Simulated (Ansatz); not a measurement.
Inside the gap of an insulator the Bloch states are evanescent, with a wavenumber k + iκ along the transport direction.

Consider the following.

```
PbSe
1.0
    4.33756     0.00000     0.00000
    0.00000     6.13424     0.00000
    2.16878     3.06712     2.16878
Pb Se
1 1
Cartesian
  0.00000   0.00000   0.00000
  0.00000   3.06712   0.00000
```

The cell was relaxed by PBE-D3(BJ); by r2SCAN it stands under a pressure of 1.2 GPa.

Transport runs along the normal of the first two printed cell vectors, the (110) plane of the conventional cell.

The gap is the functional's own, uncorrected, and κ follows it; spin-orbit coupling is left out. Mid-gap means the computed energy nearest the middle.

Task: Give the band gap and the smallest decay constant κ at mid-gap that r2SCAN in Ansatz (an electronic-structure program) yields.

Result: Gap 0.59 eV on a 14×14×14 mesh; κ = 0.077 1/Å, at (0.500, 0.500) of the in-plane reciprocal vectors. At the zone centre the slowest state has κ = 0.14 1/Å.
